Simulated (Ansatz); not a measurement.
**A short convergence ladder for CsPbBr3 (P4mm, 5 atoms in the cell)**

```yaml
crystal:
  lattice:
    - [5.84065, 0.00000, 0.00000]
    - [0.00000, 5.84065, 0.00000]
    - [0.00000, 0.00000, 5.84065]
  atoms:
    - { symbol: Cs, position: [0.00000, 0.00000, 0.00856] }
    - { symbol: Pb, position: [0.50000, 0.50000, 0.50000] }
    - { symbol: Br, position: [0.50000, 0.00000, 0.50000] }
    - { symbol: Br, position: [0.00000, 0.50000, 0.50000] }
    - { symbol: Br, position: [0.50000, 0.50000, 0.00000] }
```

Base method: LDA (PW92), default PAW files made with PBE (plane waves; Ansatz, a first-principles code).

Base settings: basis.ecutwfc = 30.9 Ry; kpoints.mp_grid.grid = 4 4 4; hamiltonian.xc = lda; hamiltonian.pseudopotentials = {kind: paw} (the program's default PAW files); scf.occupations.method = fermi_dirac; scf.occupations.width = 0.0007 Ry.

**The width of Fermi-Dirac smearing**

The mesh stays at the base's, so the ladder's end is converged at best in this setting alone.

Only quantities that move along the ladder and can be compared are tabulated.

```tsv
scf.occupations.width	free energy less the last step's (meV/atom)	pressure (GPa)
0.0735 Ry	-310.45	0.77
0.0367 Ry	-22.41	-0.65
0.0147 Ry	-0.29	-0.74
0.0073 Ry	0.00	-0.73
0.0015 Ry	0.00	-0.73
```

Widest scf.occupations.width that holds the pressure within 0.05 GPa of the last step, with all finer ones: 0.0147 Ry; the step before is off by 0.08 GPa.

Widest scf.occupations.width that holds the free energy within 2 meV/atom of the last step, with all finer ones: 0.0147 Ry; the step before is off by 22 meV/atom.

On the base run: the starting cell has typed, rounded lattice constants, without a prior relaxation at this level. Its lattice was rescaled by up to half a per cent. One atom was moved a little off its site on purpose. Ansatz's pressure includes its estimate of the finite-basis (Pulay) stress.

Keys are those of Ansatz 0.2.
